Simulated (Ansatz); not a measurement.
An Ansatz (an electronic-structure program) input (PBE/PAW in Ansatz, scalar-relativistic without spin-orbit coupling, earlier PAW set):

Ansatz 0.2 input:
```yaml
crystal:
  lattice:
    - [3.6048195154, 0, 0]
    - [0, 3.6048195154, 0]
    - [0, 0, 5.2650178399]
  atoms:
    - { symbol: Hf, position: [0, 0, 0] }
    - { symbol: Hf, position: [0.5, 0.5, 0.5] }
    - { symbol: O, position: [0, 0.5, 0.1932370688] }
    - { symbol: O, position: [0, 0.5, 0.6932370688] }
    - { symbol: O, position: [0.5, 0, 0.3067629312] }
    - { symbol: O, position: [0.5, 0, 0.8067629312] }
basis: { ecutwfc: 420, ecutrho_ratio: 4, xc_grid: 2, fft_grid_basis: typed }
kpoints: { mp_grid: { grid: [13, 13, 9] } }
hamiltonian:
  xc: pbe
  dispersion: none
  pseudopotentials: { azcp: { folder: ./paw }, kind: paw }
total_charge: -0.684175
scf: { occupations: { method: fermi_dirac, width: 0.0259 }, convergence: { dr2_threshold: 0.0000000006 } }
relax: { f_tol: 0.005, max_steps: 30 }
output: { forces: true, stress: true }
checkpoint: { write: state.ck, write_every: 1000 }
```

Which symmetry and how many k-points will the program report, and about how many plane waves at Γ?

Space group P42/nmc (ITA 137) with 16 operations, k-points 140 of 1521, and 1321 plane waves at Γ.

Charged cell with a jellium background: band edges are those of the host's band count, energies are not comparable with the neutral cell, and many-body gap narrowing is missing. No phonon test of stability was made. The cell was made from HfO2 (space group P4_2/nmc, No. 137) by this change: electrons 1.0×10^22 cm⁻³. This is not the structure that HfO2 has at room temperature and ambient pressure.
